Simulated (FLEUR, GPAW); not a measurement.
A FLEUR input for a self-consistent single point of WC (P-6m2, 2 atoms in the cell) (DFT, PBE, all-electron FLAPW (FLEUR), scalar-relativistic valence):

Input of the input generator:

```
WC crystal
&input film=f /
1.4258999288 -2.4697311233 0.0000000000
1.4258999288 2.4697311233 0.0000000000
0.0000000000 0.0000000000 2.7832000000
1.8897261246
1.0 1.0 1.0

2
74 -0.0000000017 0.0000000017 0.0000000000
6 0.3333333317 0.6666666683 0.5000000000

&comp jspins=1 /
&kpt div1=17 div2=17 div3=15 /
&end /
```

```xml
<?xml version="1.0" encoding="UTF-8" standalone="no"?>
<fleurInput fleurInputVersion="0.39">
   <comment>
      WC crystal                                                                                          
   </comment>
   <calculationSetup>
      <cutoffs Kmax="4.3" Gmax="17.2" GmaxXC="17.2" numbands="0"/>
      <scfLoop itmax="100" minDistance="0.00001" maxIterBroyd="25" imix="Anderson" alpha="0.05" precondParam="0.0" spinf="2.0"/>
      <coreElectrons ctail="T" frcor="F" kcrel="0" coretail_lmax="0"/>
      <xcFunctional name="pbe" relativisticCorrections="F"/>
      <magnetism jspins="1"/>
      <soc l_soc="F" theta="0.0" phi="0.0" spav="F"/>
      <expertModes spex="0" secvar="F"/>
      <geometryOptimization l_f="T" forcealpha="1.0" forcemix="BFGS" epsdisp="0.00001" epsforce="0.00001"/>
      <ldaU l_linMix="F" mixParam="0.05" spinf="1.0"/>
   </calculationSetup>
   <cell>
      <bzIntegration valenceElectrons="18.0" mode="gauss" fermiSmearingEnergy="0.00999582">
         <kPointListSelection listName="default-1"/>
         <!-- k-points included here -->
         <xi:include xmlns:xi="http://www.w3.org/2001/XInclude" href="kpts.xml"> </xi:include>
      </bzIntegration>
      <!-- symmetry operations included here -->
      <xi:include xmlns:xi="http://www.w3.org/2001/XInclude" href="sym.xml"> </xi:include>
      <bulkLattice scale="1.0">
         <bravaisMatrix>
            <row-1>    2.6945603465186401    -4.6671154244377133     0.0000000000000000</row-1>
            <row-2>    2.6945603465186401     4.6671154244377133     0.0000000000000000</row-2>
            <row-3>    0.0000000000000000     0.0000000000000000     5.2594857499867196</row-3>
         </bravaisMatrix>
      </bulkLattice>
   </cell>
   <atomSpecies>
      <species name="Tungsten (W)" element="W" atomicNumber="74">
         <mtSphere radius="2.48" gridPoints="857" logIncrement="0.016"/>
         <atomicCutoffs lmax="10" lnonsphr="8"/>
         <electronConfig flipSpins="F">
            <coreConfig>(1s1/2) (2s1/2) (2p1/2) (2p3/2) (3s1/2) (3p1/2) (3p3/2) (4s1/2) (3d3/2) (3d5/2) (4p1/2) (4p3/2) (4d3/2) (4d5/2) (4f5/2) (4f7/2)</coreConfig>
            <valenceConfig>(5s1/2) (5p1/2) (5p3/2) (6s1/2) (5d3/2) (5d5/2)</valenceConfig>
            <stateOccupation state="(5d3/2)" spinUp="0.8" spinDown="0.8"/>
            <stateOccupation state="(5d5/2)" spinUp="1.2" spinDown="1.2"/>
         </electronConfig>
         <energyParameters s="6" p="6" d="5" f="5"/>
         <lo type="SCLO" l="0" n="5" eDeriv="0"/>
         <lo type="SCLO" l="1" n="5" eDeriv="0"/>
      </species>
      <species name="Carbon (C)" element="C" atomicNumber="6">
         <mtSphere radius="1.40" gridPoints="483" logIncrement="0.021"/>
         <atomicCutoffs lmax="6" lnonsphr="4"/>
         <electronConfig flipSpins="F">
            <coreConfig>(1s1/2)</coreConfig>
            <valenceConfig>(2s1/2) (2p1/2) (2p3/2)</valenceConfig>
            <stateOccupation state="(2p1/2)" spinUp="0.3333333333333" spinDown="0.3333333333333"/>
            <stateOccupation state="(2p3/2)" spinUp="0.6666666666667" spinDown="0.6666666666667"/>
         </electronConfig>
         <energyParameters s="2" p="2" d="3" f="4"/>
      </species>
   </atomSpecies>
   <atomGroups>
      <atomGroup species="Tungsten (W)">
         <relPos label="                   1">.0000000000 .0000000000 .0000000000</relPos>
         <force calculate="T" relaxXYZ="TTT"/>
      </atomGroup>
      <atomGroup species="Carbon (C)">
         <relPos label="                   2">1.000/3.000 -1.000/3.000 1.000/2.000</relPos>
         <force calculate="T" relaxXYZ="TTT"/>
      </atomGroup>
   </atomGroups>
   <output dos="F" band="F" slice="F">
      <checks vchk="F" cdinf="F"/>
      <bandDOS minEnergy="-.5*Htr" maxEnergy="0.5*Htr" sigma="0.015" storeEVData="T"/>
      <vacuumDOS vacdos="F" integ="F" star="F" nstars="0" locx1="0.0" locy1="0.0" locx2="0.0" locy2="0.0" nstm="0" tworkf="0.0"/>
      <unfoldingBand unfoldBand="F" supercellX="1" supercellY="1" supercellZ="1"/>
      <plotting iplot="0" polar="F">
         <plot TwoD="T" vec1="  1.0  0.0  0.0" vec2="  0.0  1.0  0.0" vec3="  0.0  0.0  1.0" zero="  0.0  0.0  0.0" file="plot"/>
      </plotting>
      <chargeDensitySlicing numkpt="0" minEigenval="0.0" maxEigenval="0.0" nnne="0" pallst="F"/>
      <specialOutput eonly="F"/>
      <magneticCircularDichroism mcd="F" energyLo="-10.0" energyUp="0.0"/>
   </output>
  <!-- We include the file relax.xml here to enable relaxations (see documentation) -->
  <xi:include xmlns:xi="http://www.w3.org/2001/XInclude" href="relax.xml"> <xi:fallback/> </xi:include>
</fleurInput>
```

**Question.** Translate this input to GPAW.

**Answer.** One input that does it (others would too):

```python
from ase import Atoms
from ase.units import GPa
from gpaw import GPAW

atoms = Atoms(['W', 'C'],
              cell=[[1.425900, -2.469731, 0.000000],
                    [1.425900, 2.469731, 0.000000],
                    [0.000000, 0.000000, 2.783200]],
              scaled_positions=[[0.000000, 0.000000, 0.000000],
                                [0.333333, 0.666667, 0.500000]],
              pbc=True)

calc = GPAW(mode={'name': 'pw', 'ecut': 950},
            xc='PBE',
            kpts=(17, 17, 15),
            occupations={'name': 'methfessel-paxton', 'width': 0.272, 'order': 0},
            nbands=-8,
            convergence={'density': 1e-05, 'energy': 1e-05},
            symmetry={'symmorphic': False, 'tolerance': 0.0005},
            maxiter=150,
            txt='-')

atoms.calc = calc

energy = atoms.get_potential_energy()
print('Energy (eV):', round(energy, 6))
forces = atoms.get_forces()
print('Forces (eV/Ang):')
print(forces.round(5))
stress = atoms.get_stress()
print('Stress (GPa, Voigt):', (stress / GPa).round(4))
```

Basis, cutoffs, solver keys and any potentials are the target program's own. This input uses DFT PBE, plane waves, GPAW PAW datasets PBE (gpaw-data 1.0.1).

The starting cell has typed, rounded lattice constants, without a prior relaxation at this level. For this run, on top of that: lattice scaled by 0.98.
